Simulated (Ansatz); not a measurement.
Base system: AlN in the zinc blende structure (space group F-43m, No. 216).

```
CELL_PARAMETERS angstrom
      0.00000     2.17113     2.17113
      2.17113     0.00000     2.17113
      2.17113     2.17113     0.00000
ATOMIC_POSITIONS crystal
  Al 0.00000 0.00000 0.00000
  N  0.25000 0.25000 0.25000
```

Cartesian axes are those of the cell as printed.

Calculations: LDA (Ansatz, a quantum-chemistry and plane-wave program; PAW; 420 eV plane waves; scalar-relativistic without spin-orbit coupling).

Before the change:

```
Quantity               Value
-------------------  -------
Smallest direct gap  4.39 eV
Band gap             3.25 eV
```

Perturbation: tensor shear ε_xy = +1.71 % (engineering shear γ = 0.0342); the atoms relax in the strained cell.

**Question.** How does this affect the smallest direct gap?

**Answer.** The smallest direct gap falls by 0.183 eV to 4.20 eV.

**Question.** What does the calculation give for the band gap after the change?

**Answer.** The band gap shrinks by 0.19 eV, from 3.25 eV to 3.06 eV.

No phonon test of stability was made. This is not the structure that AlN has at room temperature and ambient pressure.
